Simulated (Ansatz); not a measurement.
We consider Be2C (model structure, from the CdI2 type, P-3m1, No. 164), described by HSE06 (PAW; Ansatz, a quantum-chemistry and plane-wave program).

Numerical settings: plane-wave cutoff 460 eV, 12×12×8 k mesh (along the axes of the cell as run), Fermi–Dirac smearing 0.05 eV, scalar-relativistic PAW data made under PBE.

The cell is the one relaxed with PBE-D3(BJ). Conventional cell: a = 2.9519 Å, b = 2.9519 Å, c = 3.6481 Å, α = 90.00°, β = 90.00°, γ = 120.00°.

```
Be2C
1.0
    2.95193     0.00000     0.00000
   -1.47597     2.55645     0.00000
    0.00000     0.00000     3.64813
C Be
1 2
Direct
  0.00000   0.00000   0.00000
  0.33333   0.66667   0.13551
  0.66667   0.33333   0.86449
```

Problem. List the 5 lowest band energies at Γ above −25 eV (eV, relative to the valence band maximum), grouping those that round alike.

Solution. At Γ: -14.89, -2.93, -0.40 (×2), 0.56.

Note: PBE has no gap here, and a hybrid on a coarse mesh can open a false one; the cell keeps the symmetry of its start, so it can be a saddle point; cell and atoms aren't relaxed at this level (pressure 2.0 GPa).

A model structure was made by putting elements into a prototype or built by hand; it is no filed structure, need not be a known phase, and can be a saddle point held by its symmetry.
